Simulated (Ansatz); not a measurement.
The reference is Ag in the fcc (Cu type) structure (space group Fm-3m, No. 225; a = 4.148 Å; relaxed with 0.1 eV smearing). Axes: x, y, z lie along the cube axes.

The values are results of PBE (Ansatz, a quantum-chemistry and plane-wave program, PAW, spin-orbit coupling left out), not measurements.

Now apply this change: every lattice vector is stretched by 2.00 %, atoms relaxed at fixed cell.

Problem. Predict the stress tensor and what it implies for the stiffness.

Solution. Stress of the strained cell less that of the base (GPa, compression positive):
```
   -4.5     0.0     0.0
    0.0    -4.5     0.0
    0.0     0.0    -4.5
```

Then B = −ΔP/(ΔV/V₀) with ΔV/V₀ = 0.0612 gives secant stiffness values (nonlinear terms included at this strain): B ≈ 74 GPa.

As a check, the harmonic strain energy −½ V₀ Δσ:ε is 15 meV/atom; the computed energy rise is 17 meV/atom.

Stability against distortions was not tested.
